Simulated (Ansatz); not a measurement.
Take SnS in the GeS type structure (space group Pnma, No. 62; a = 11.155 Å, b = 4.000 Å, c = 4.261 Å) as the base. Axes: x, y, z lie along a, b, c of the conventional cell.

Modification: uniaxial strain ε_zz = +2.81 %, all other strain components held at zero; the atoms relax in the strained cell.

All numbers come from PBE-D3(BJ) in Ansatz (plane waves to 420 eV, PAW, no spin-orbit coupling), earlier PAW set.

Base, band edges from the VBM (valence, conduction): R -1.78, 2.56; S -1.05, 1.58; T -1.60, 2.73; Y -0.85, 1.16; U -0.06, 1.34; X -0.73, 2.63; Z -0.13, 1.43; Γ -0.69, 0.78 eV.

Question: Give the band edges at the high-symmetry points of the new zone, measured from its valence-band maximum.

Answer: 
```json
[
 {"point": "Γ", "valence edge (eV)": "-0.54", "conduction edge (eV)": "1.10"},
 {"point": "X", "valence edge (eV)": "-0.61", "conduction edge (eV)": "2.71"},
 {"point": "S", "valence edge (eV)": "-1.05", "conduction edge (eV)": "1.67"},
 {"point": "Y", "valence edge (eV)": "-0.90", "conduction edge (eV)": "1.31"},
 {"point": "Z", "valence edge (eV)": "-0.05", "conduction edge (eV)": "1.53"},
 {"point": "U", "valence edge (eV)": "-0.02", "conduction edge (eV)": "1.49"},
 {"point": "R", "valence edge (eV)": "-1.55", "conduction edge (eV)": "2.71"},
 {"point": "T", "valence edge (eV)": "-1.34", "conduction edge (eV)": "2.85"}
]
```

The gap is 0.82 eV, indirect, Γ–Z (83 % along) → Y–Γ (33 % along).

No phonon test of stability was made.

Ansatz is a program for electronic structure.
